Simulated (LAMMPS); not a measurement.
MD of GaAs (zinc blende) at zero pressure, 216 atoms, as a crystal; each row is its own run.

Computed with classical MD, pair style bop, file GaAs.bop.table, run in LAMMPS.

```csv
T (K),enthalpy (eV/atom)
200,-3.3181
300,-3.2921
680,-3.1920
900,-3.1333
1350,-3.0159
1800,-2.8880
```

**Question.** Fit a straight line, y = a + b x, to these rows (x is the first column, y the second) and predict the run at x = 1580.

**Answer.** Least squares gives a = -3.3731 and b = 0.0002676. At x = 1580 the fit predicts -2.9504 eV/atom. The run itself gave -2.956 ± 0.001 eV/atom, so the fit is 5.2 meV/atom high.

Caution (rows 680; 900; 1350; 1580; 1800): a run this short can hold a crystal over, or a liquid under, the potential's own melting point, which these runs don't give.
